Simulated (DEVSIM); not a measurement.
Structure: p-channel Si planar bulk MOSFET with Al2O3, at 300 K.

```
Property                                                     Result
-----------------------  ------------------------------------------
Gate length                                                   50 nm
Source drain length                                           40 nm
Dielectric thickness                                         2.8 nm
Lateral straggle                                             3.8 nm
Underlap                                                       0 nm
Junction depth                                              20.3 nm
Substrate depth                                              161 nm
Gate work function                                          4.98 eV
Source and drain doping  9.2e19 cm⁻³, Gaussian tails under the gate
Body doping                                             1.6e18 cm⁻³
Lifetime                                                     2e-8 s
Supply                                                          1 V
Halo peak                                               1.7e18 cm⁻³
Back or body bias                                             0.5 V
```

All mobilities are scaled by 0.3; velocity saturation, μ/(1 + (μE/vsat)^b)^(1/b) with b = 2 for electrons and 1 for holes and E the electric field along each mesh edge, is on. Mobility is μmin + (μ − μmin)/(1 + (N/Nref)^α).

The device is made up for the run: typed textbook-type constants, with dimensions and the other settings drawn at random. Values at 300 K.

Si: gap (eV) 1.124, affinity (eV) 4.05, permittivity 11.7, Nc (cm⁻³) 2.86e19, Nv (cm⁻³) 3.1e19, μn (cm²/Vs) 1417, μp (cm²/Vs) 470, μn,min 52, μp,min 45, Nref,n 9.7e16, Nref,p 2.2e17, αn 0.68, αp 0.72, vsat,n (cm/s) 1e7, vsat,p (cm/s) 8.4e6. Al2O3: gap (eV) 6.8, affinity (eV) 1.35, permittivity 9.

Model (solved in DEVSIM): 2D drift-diffusion, Boltzmann statistics, complete ionisation; no quantum confinement, tunnelling, impact ionisation, self-heating, contact resistance or fringe fields beside the gate. Metal contacts follow the ideal Schottky-Mott rule: no Fermi-level pinning, no interface dipoles.

Transfer curves, |Id| in μA/μm:

```csv
Vg (V),Vd = -0.05 V,Vd = -1 V
0.2,2.645e-8,2.209e-7
0.15,1.255e-7,1.024e-6
0.1,5.889e-7,4.753e-6
0.05,2.764e-6,2.211e-5
0,1.297e-5,0.0001029
-0.05,6.071e-5,0.0004777
-0.1,0.0002833,0.002209
-0.15,0.001315,0.01013
-0.2,0.006047,0.04575
-0.25,0.02735,0.1999
-0.3,0.1193,0.8104
-0.35,0.4774,2.807
-0.4,1.585,7.587
-0.45,3.942,16.11
-0.5,7.321,28.30
-0.55,11.12,43.75
-0.6,14.93,61.97
-0.65,18.60,82.53
-0.7,22.08,105.1
-0.75,25.37,129.5
-0.8,28.47,155.5
-0.85,31.40,182.8
-0.9,34.18,211.3
-0.95,36.81,240.8
-1,39.32,271.3
```

Problem. Work out the subthreshold swing at low drain bias from the rows at 0.2 and 0.15 V, and compare it with the thermal limit.

Solution. log10(1.255e-7/2.645e-8) = 0.676 over 50.0 mV, so S = 73.9 mV/decade. The limit kT/q ln 10 is 59.5 mV/decade; the ratio is 1.24. This is the steepest step of the table.

Problem. Find both thresholds at the constant current 0.1 μA × (1 μm/L) a micrometre, and the DIBL.

Solution. The current is 2.00 μA/μm. Interpolating ln Id gives -0.413 V and -0.336 V; their difference over the 0.95 V of drain bias is 80 mV/V.

Source and drain are degenerate, where Boltzmann statistics are only rough. The electric field that drives the saturation includes the junctions' built-in field, which lowers the mobility there even at small currents: subthreshold currents come out too low, a known weakness of this choice.
